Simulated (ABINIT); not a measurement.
Band structure of ZnO (P6_3mc, 4 atoms in the cell).

```
ZnO
1.0
    3.23735     0.00000     0.00000
   -1.61868     2.80363     0.00000
    0.00000     0.00000     5.22206
Zn O
2 2
Cartesian
  1.61868   0.93454   2.61411
  0.00000   1.86909   0.00308
  1.61868   0.93454   4.59395
  0.00000   1.86909   1.98292
```

Method: PBE, PAW (JTH v2.0 PBE PAW) (plane waves; ABINIT 10.0.3).

Settings: pseudos = [Zn.GGA_PBE-JTH.xml, O.GGA_PBE-JTH.xml]; ecut = 60 Ry; pawecutdg = 120 Ry; pawxcdev = 0; ixc = 11; occopt = 3; tsmear = 0.01 eV; ngkpt = 6 6 4; nshiftk = 1; shiftk = 0 0 0; potentials = JTH v2.0 PBE PAW; kptopt = 1; nstep = 50.

The starting cell comes from a database of computed structures (which also holds hypothetical and non-ambient phases and stackings), without a prior relaxation at this level.

### Question
Predict the gap along the standard path and the places of the band edges.

### Answer
The gap along the path is 0.79 eV, direct at Γ to within 0.01 eV.

Levels in eV from the top of the valence band on the SCF mesh, bands 15 to 22:
```
point     15     16     17     18    19    20     21     22
-----  -----  -----  -----  -----  ----  ----  -----  -----
Γ      -0.80  -0.09   0.00   0.00  0.79  5.24   8.21  12.92
M      -2.84  -2.27  -1.30  -0.84  5.79  6.88   7.58   8.54
K      -3.54  -1.93  -1.93  -1.74  7.66  7.72   7.72   8.17
A      -0.39  -0.39  -0.39  -0.39  3.46  3.46  10.07  10.07
L      -1.51  -1.51  -1.39  -1.39  5.72  5.72   8.45   8.45
H      -2.70  -2.70  -1.26  -1.26  8.00  8.00   8.02   8.02
```
